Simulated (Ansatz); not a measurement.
System: W2B2Si (model structure, started from the Ti2InB2 type, P-6m2, No. 187, 5 atoms in the cell). Method: PBEsol in Ansatz (plane waves, PAW).

Output (set-up and result lines):

```
Relaxation: its limit of steps is 80 (relax.max_steps)
Crystal: 5 atoms, lattice volume = 56.456 Å³
Basis set: ecut = 520 eV, 1519 PW (Γ), exchange–correlation on 48×48×100 points (8 copies of the dense FFT grid, shifted against one another)
Bands: 24, of which v1, the nominal top of the filled ones, is band 19 counted from 1 (18 counted from 0)
Symmetry: 12 space group operations
Space group: P-6m2 (ITA 187), of the structure as read, at distance tolerance 3.8e-5 Å
k-points: 305 of 4608 (time reversal used)
Functional: x = pbesol(κ = 0.804, μ = 0.12345679012345678), c = pbesol(β = 0.046)
SCF iter   1: F=—  HF=-21441.194136 eV  |F-HF|=—  |Δ(HF+E_count)|=         —  Δρ=4.51e-3  dr2=1.39e-2
SCF iter   2: F=—  HF=-21441.192565 eV  |F-HF|=—  |Δ(HF+E_count)|=   1.57e-3  Δρ=2.51e-3  dr2=4.91e-3
  ...
SCF 1 converged in 6 iterations: F = -21441.191789 eV  dr2 = 3.97e-9
Crystal: 5 atoms, lattice volume = 56.456 Å³
Initial density: handed on by an earlier stage of this run
SCF 2 converged in 6 iterations: F = -21441.192380 eV  dr2 = 2.83e-10
Crystal: 5 atoms, lattice volume = 56.456 Å³
SCF 3 converged in 6 iterations: F = -21441.192444 eV  dr2 = 1.44e-11
Crystal: 5 atoms, lattice volume = 56.456 Å³
SCF 4 converged in 6 iterations: F = -21441.192446 eV  dr2 = 4.05e-13
Crystal: 5 atoms, lattice volume = 56.456 Å³
SCF iter   6: F=-21441.192445 eV  HF=-21441.192445 eV  |F-HF|=3.64e-12  |Δ(HF+E_count)|=  1.09e-11  Δρ=1.03e-8  dr2=3.05e-14
SCF iter   7: F=-21441.192445 eV  HF=-21441.192445 eV  |F-HF|=1.09e-11  |Δ(HF+E_count)|=  3.64e-12  Δρ=1.86e-9  dr2=9.34e-16
SCF 5 converged in 7 iterations: F = -21441.192445 eV  dr2 = 9.34e-16
SCF converged after 7 iterations
Free energy (F): -21441.192445 eV
Internal energy: -21441.176120 eV  (E = F + TS)
E sigma→0 (E₀):  -21441.184283 eV
Fermi energy:    18.571850 eV
--- Forces (eV/Å), atoms counted from 1 ---
  atom   1  W      0.00000000     0.00000000    -0.00017616
  atom   2  W      0.00000000    -0.00000000     0.00017616
  atom   3  Si     0.00000000    -0.00000000    -0.00000000
  atom   4  B      0.00000000    -0.00000000     0.00000000
  atom   5  B     -0.00000000     0.00000000    -0.00000000
--- Stress (GPa, compression-positive) ---
       -5.402235       0.000000      -0.000000
       -0.000000      -5.402235       0.000000
       -0.000000       0.000000      -5.398323
  P = ⅓ Tr σ = -5.4009 GPa (-54.009 kbar)
```

Question: Write an input file that could have produced this run (the log leaves some choices open).

Answer: One answer among several that fit: 
Ansatz 0.2 input:
```yaml
crystal:
  lattice:
    - [3.1295097904, 0.0, 0.0]
    - [-1.5647548952, 2.7102349798, 0.0]
    - [0.0, 0.0, 6.6562424173]
  atoms:
    - { symbol: W, position: [0.3333333333, 0.6666666667, 0.7266570359] }
    - { symbol: W, position: [0.3333333333, 0.6666666667, 0.2733429641] }
    - { symbol: Si, position: [0.0, 0.0, 0.0] }
    - { symbol: B, position: [0.0, 0.0, 0.5] }
    - { symbol: B, position: [0.6666666667, 0.3333333333, 0.5] }
basis:
  ecutwfc: 520
  ecutrho_ratio: 4
  xc_grid: 2
kpoints:
  mp_grid: { grid: [24, 24, 8] }
hamiltonian:
  xc: pbesol
  dispersion: none
  pseudopotentials: { kind: paw }
scf:
  occupations: { method: fermi_dirac, width: 0.05 }
output:
  forces: true
  stress: true
  eigenvalues: true
relax:
  f_tol: 0.004
  escape_saddle: false
  max_steps: 80
  cell: { stress_tol: 0.02, fix: [volume] }
```

The cell is one volume of an energy–volume scan, off the minimum.

The PAW data were made under PBE.

Note: the run has no spin polarisation, so it can have missed a magnetic state. Note: the relaxation could raise the start's symmetry but not lower it, so the cell can be a saddle point.

A model structure was made by putting elements into a prototype or built by hand; it is no filed structure, need not be a known phase, and can be a saddle point held by its symmetry.

Ansatz is an electronic-structure program.
